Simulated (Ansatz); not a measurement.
The parent structure is Cr2C (space group P4/nmm, No. 129; a = 3.0782 Å, c = 5.6227 Å; non-magnetic; a hypothetical phase, not in the database extracts checked). Axes: x, y, z lie along a, b, c of the conventional cell.

The values are results of DFT with PBEsol, PAW potentials and a 420 eV plane-wave cutoff in Ansatz (a program for electronic structure), no spin-orbit coupling, not measurements.

For the base:

- Pressure: 0.0 GPa
- Shortest interatomic distance: 2.032 Å
- Band gap: zero

The change: compressive biaxial strain of 1.71 % in the plane normal to [001], as in epitaxy on a mismatched substrate; the out-of-plane cell vector and the atoms relax.

Question: Predict the new pressure.

Answer: The pressure (mean of the normal stresses, compression positive) goes from zero to 8.1 GPa.

Question: What does the calculation give for the shortest interatomic distance after the change?

Answer: The shortest interatomic distance rises by 0.012 Å, from 2.032 Å to 2.044 Å.

Question: Estimate the effect on the band gap.

Answer: The band gap is still zero.

Without a gap, meshes like the base's 15×15×8 leave anisotropic stresses uncertain by several tenths of a GPa, and small strain energies with them. No phonon test of stability was made. Starting moments died away, wholly or in part, for the base; another magnetic solution may exist. All final runs are without spin polarisation.
